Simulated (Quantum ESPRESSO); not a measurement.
A self-consistent single point of Mg2Pd (I4mm, 3 atoms in the cell) with Quantum ESPRESSO.

Computed with PBEsol, SSSP 1.1.2 efficiency (PBE) pseudopotentials (plane waves; Quantum ESPRESSO).

```yaml
crystal:
  lattice:
    - [-1.62813, 1.62813, 5.06532]
    - [1.62813, -1.62813, 5.06532]
    - [1.62813, 1.62813, -5.06532]
  atoms:
    - { symbol: Mg, position: [0.65216, 0.65216, 0.00000] }
    - { symbol: Mg, position: [0.35278, 0.35278, 0.00000] }
    - { symbol: Pd, position: [0.00000, 0.00000, 0.00000] }
```

Reference input (self-consistent single point, DFT, PBEsol, plane waves, SSSP 1.1.2 efficiency (PBE) pseudopotentials): ecutwfc = 60 Ry; ecutrho = 480 Ry; occupations = smearing; smearing = fd; degauss = 0.0073499 Ry; input_dft = pbesol; potentials = {Mg: Mg.pbe-n-kjpaw_psl.0.3.0.UPF, Pd: Pd_ONCV_PBE-1.0.oncvpsp.upf}; K_POINTS = automatic 7 7 7 0 0 0; conv_thr = 1e-10 Ry; mixing_beta = 0.7. This run's input differs from it in these lines:

```diff
@@ -31,3 +31,3 @@
 K_POINTS automatic
-7 7 7  0 0 0
+17 17 17  1 1 1
 CELL_PARAMETERS angstrom
```

Log, with long lists cut:

```
     Self-consistent Calculation

     iteration #  1     ecut=    60.00 Ry     beta= 0.70

     total energy              =    -318.31285631 Ry
     estimated scf accuracy    <       0.47234581 Ry

     iteration #  2     ecut=    60.00 Ry     beta= 0.70

     total energy              =    -317.87978135 Ry
     estimated scf accuracy    <       4.71809211 Ry

     iteration #  3     ecut=    60.00 Ry     beta= 0.70

     total energy              =    -318.59725262 Ry
     estimated scf accuracy    <       0.03846570 Ry

   [... 7 blocks of this kind left out ...]

     iteration # 11     ecut=    60.00 Ry     beta= 0.70

     total energy              =    -318.59913537 Ry
     estimated scf accuracy    <          5.5E-10 Ry

     iteration # 12     ecut=    60.00 Ry     beta= 0.70
     End of self-consistent calculation

     Number of k-points >= 100: set verbosity='high' to print the bands.

     the Fermi energy is     8.6503 ev

!    total energy              =    -318.59913537 Ry
     estimated scf accuracy    <          2.2E-12 Ry
     smearing contrib. (-TS)   =      -0.00254591 Ry
     internal energy E=F+TS    =    -318.59658946 Ry

     convergence has been achieved in  12 iterations

     Forces acting on atoms (cartesian axes, Ry/au):

     atom    1 type  1   force =     0.00000000    0.00000000   -0.01418719
     atom    2 type  1   force =     0.00000000    0.00000000    0.01115225
     atom    3 type  2   force =     0.00000000    0.00000000    0.00303494

     Total force =     0.018299     Total SCF correction =     0.000001

          total   stress  (Ry/bohr**3)                   (kbar)     P=      -21.21
  -0.00013129   0.00000000   0.00000000          -19.31        0.00        0.00
   0.00000000  -0.00013129   0.00000000            0.00      -19.31        0.00
  -0.00000000   0.00000000  -0.00017006           -0.00        0.00      -25.02

   JOB DONE.
```

The run converged in 12 iterations. Against the reference run the free energy hardly moves (within 1 meV/atom), the pressure stays near -2.12 GPa while the zz stress (positive for compression) goes from -3.04 to -2.50 GPa and the largest force goes from 0.343 to 0.365 eV/Å. The full log also holds: “c_bands:  1 eigenvalues not converged”.

The starting cell comes from a database of computed structures (which also holds hypothetical and non-ambient phases and stackings), without a prior relaxation at this level. Its lattice was rescaled by up to half a per cent. One atom was moved a little off its site on purpose. Spin polarisation is off.

Cost on one core of a shared machine: roughly 9 min.
